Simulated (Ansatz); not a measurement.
Start from Hf in the hcp (Mg type) structure (space group P6_3/mmc, No. 194; a = 3.1983 Å, c = 5.0488 Å; relaxed with 0.1 eV smearing).

Calculations: r2SCAN (Ansatz, a first-principles code; PAW; 500 eV plane waves; scalar-relativistic without spin-orbit coupling).

Base values:

| Item | Value |
|---|---|
| Pressure | 0.0 GPa |
| Band gap | zero |

It is then changed as follows: an isotropic linear strain of +2.50 %, atoms relaxed at fixed cell.

Question: What happens to the pressure?

Answer: The pressure (mean of the normal stresses, compression positive) goes from zero to -7.2 GPa.

Question: Estimate the effect on the energy relative to the base.

Answer: The energy rises by 41 meV/atom.

Question: What happens to the band gap?

Answer: The band gap is still zero.

No phonon test of stability was made. All final runs are without spin polarisation.
